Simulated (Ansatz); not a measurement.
Results of r²SCAN (Ansatz, an electronic-structure program, plane waves, PAW) for CeBr₃ (P6₃/m, No. 176; cell taken from a computed entry).

Settings: plane-wave cutoff 500 eV, 6×6×10 k mesh (along the axes of the cell as run), Fermi–Dirac smearing 0.05 eV, spin-polarised start, scalar-relativistic PAW data made under PBE.

Computed at the level's own relaxed cell.

**Question.** Estimate the equilibrium volume per atom, lattice parameter a and c axis length that the calculation returns.

**Answer.** 
equilibrium volume per atom: 31.14 Å³/atom
lattice parameter a: 8.064 Å
c axis length: 4.424 Å

Note: the magnetic order was assumed, not searched for or taken from measurement; the relaxation could not lower the start's symmetry, so the cell can be a saddle point above a distorted one; the 4f shell is treated without U or exact exchange, so its levels and filling can be wrong.

Spin–orbit coupling is not included.
